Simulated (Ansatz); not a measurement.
Take Al in the fcc (Cu type) structure (space group Fm-3m, No. 225; a = 3.992 Å; relaxed with 0.1 eV smearing) as the base. Axes: x, y, z lie along the cube axes.

The values are results of Ansatz (a program for electronic structure) r2SCAN, without spin-orbit coupling, earlier PAW set, not measurements.

For the base:

- Shortest interatomic distance: 2.823 Å

One thing is altered: tensile biaxial strain of 2.92 % in the plane normal to [001], as in epitaxy on a mismatched substrate; the out-of-plane cell vector and the atoms relax.

### Question
Predict the new out-of-plane strain.

### Answer
The out-of-plane strain is -2.67 %.

### Question
Predict the new shortest interatomic distance.

### Answer
The shortest interatomic distance rises by 0.005 Å to 2.828 Å.

### Question
Estimate the effect on the in-plane stress.

### Answer
The mean in-plane stress (compression positive) is -3.6 GPa.

Stability against distortions was not tested.
